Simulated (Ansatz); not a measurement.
The parent structure is HfS2 in the CdI2 type structure (space group P-3m1, No. 164; layered, stacked along the Cartesian z axis).

```
HfS2
1.0
    3.54747     0.00000     0.00000
   -1.77373     3.07220     0.00000
    0.00000     0.00000     5.57685
Hf S
1 2
Direct
  0.00000   0.00000   0.00000
  0.66667   0.33333   0.26190
  0.33333   0.66667   0.73810
```

Cartesian axes are those of the cell as printed.

All numbers come from Ansatz (a quantum-chemistry and plane-wave program) PBEsol-D3(BJ), scalar-relativistic without spin-orbit coupling.

For the base:

```
Quantity                        Result
-----------------------------  -------
Width of the top valence band  2.39 eV
Band gap                       0.45 eV
```

One thing is altered: uniaxial strain ε_zz = +1.50 %, all other strain components held at zero, atoms relaxed at fixed cell.

Problem. Estimate the effect on the width of the top valence band and band gap.

Solution. The width of the top valence band decreases by 0.092 eV, from 2.39 eV to 2.29 eV; the band gap rises by 0.096 eV to 0.54 eV.

With Hf present, leaving out spin-orbit coupling can change the band edges. Stability against distortions was not tested.
